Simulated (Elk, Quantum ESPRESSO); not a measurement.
Equation of state of bcc W (space group 229): energy against volume (Elk, LDA)

```
W
1.0
   -1.51855     1.51855     1.51855
    1.51855    -1.51855     1.51855
    1.51855     1.51855    -1.51855
W
1
Direct
  0.00000   0.00000   0.00000
```

Level of theory: LDA (PW92), all-electron FP-LAPW, Elk's shipped species files, APW+lo basis with extra local orbitals (Elk). Settings: xctype = 3; rgkmax = 8.55; stype = 3; swidth = 0.00183747 Ha; ngridk = 26 26 26; gmaxvr = 14 1/bohr; nxlo = 2; lorbcnd = true; rmtscf = 0.83; lmaxi = 2; sphere radii = {W: 2.324} bohr. The cell above is the first row's. The rows scale it uniformly. In all rows the k mesh is held. E is the free energy at the stated smearing, counted from the lowest row.

```csv
V (Å^3/atom),E (meV/atom)
14.007,186.94
14.312,116.63
14.616,64.23
14.921,28.15
15.225,7.33
15.530,0.00
15.834,4.98
16.139,21.00
16.443,?
```

Q: Fit E against V with the third-order Birch-Murnaghan form, a cubic in V^(-2/3), and predict the withheld value at V = 16.443.

A: With u = V^(-2/3) - 0.164, the rows have u = 0.008096, 0.005642, 0.003281, 0.000994, -0.001210, -0.003348, -0.005411, -0.007415. Least squares gives E = 17.183 + 9797.56·u + 1386643·u² - 716245·u³. Residuals (row less fit): -0.072, 0.158, -0.001, -0.141, -0.029, 0.049, 0.099, -0.067; standard error 0.130 (degrees of freedom: 4). Its minimum lies at u = -0.003523, so V0 = (0.160477)^(-3/2) = 15.56. There d²E/du² = 2788000 and d³E/du³ = -4297000, so B0 = (4/9) × 15.56^(-7/3) × 2788000 × 0.160218 = 329 GPa (the last factor turns the table's units into GPa), and B0' = 4 + (2/3) × 0.160477 × (-4297000)/2788000 = 3.8. At the withheld row, u = -0.009351, so E = 17.183 + 9797.56 × (-0.009351) + 1386643 × (-0.009351)² - 716245 × (-0.009351)³ = 47.401 meV/atom. The calculation gives 47.29 meV/atom, 0.111 meV/atom below the prediction (0.1 % of the range of E in the table). The row lies outside the fitted rows, so this is an extrapolation. From the scatter of the fitted rows alone, a prediction at this place has a standard error of 0.314 meV/atom, so the miss is 0.4 times that.

Carrying the step between the two nearest rows on in a straight line would have given 36.97, off by 10.32; series whose last step already gives the withheld value aren't shown. The scan was laid around a cell of about the measured size, scaled by a guess for this functional. A plane-wave scan with the same functional (Quantum ESPRESSO, GBRV) gives V0 = 15.44 Å^3/atom and B0 = 338 GPa; a Birch-Murnaghan fit to all rows here lies 0.7 % from it in V0 and -3 % in B0; the two differ in basis, and may differ in potentials and mesh. Spin polarisation is off. Values depend on the basis (sphere radii, cutoffs, local orbitals), which need not be converged. Spin-orbit coupling is off. Sphere radii are the same in all rows. Cutoffs and mesh are single choices, not tested for convergence of this quantity. Series with a scatter that would blur these digits, or in which a gap closes, are not shown. Nor are scans whose minimum lies at an end fitted in this form.
